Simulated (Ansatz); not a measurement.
Here is the system:

```
Al2O3
1.0
    2.39335     1.38180     4.35125
   -2.39335     1.38180     4.35125
    0.00000    -2.76360     4.35125
Al O
4 6
Cartesian
  0.00000   0.00000   1.93081
  0.00000   0.00000  11.12293
  0.00000   0.00000   4.59606
  0.00000   0.00000   8.45768
  0.92970   1.38180   7.61468
 -0.92970  -1.38180   5.43906
 -1.66153   0.11425   7.61468
  1.66153  -0.11425   5.43906
  0.73182  -1.49605   7.61468
 -0.73182   1.49605   5.43906
```

Method: PBEsol, rigid bands (plane waves, PAW, scalar-relativistic; Ansatz, a first-principles code). Condition of this run: hydrostatic pressure -2 GPa (the target of the relaxation). Cell: cell and atoms relaxed with PBEsol, then loaded as said.

**Question.** What conductivity effective mass do dilute holes have at 300 K?

**Answer.** 4.3 (x), 4.3 (y), 2.7 (z) mₑ.

**Question.** Predict the electron conductivity mass (n e² τ/σ) at 300 K, by direction if it differs.

**Answer.** 0.38 (x), 0.38 (y), 0.40 (z) mₑ.

**Question.** And the band gap?

**Answer.** 5.93 eV at this level; semilocal functionals usually fall short of the measured gap.

Rigid bands, one relaxation time for all states, no polarons. Spin-orbit coupling is left out; where it splits the top of the valence band it changes the hole mass and lowers the gap by about a third of the splitting.
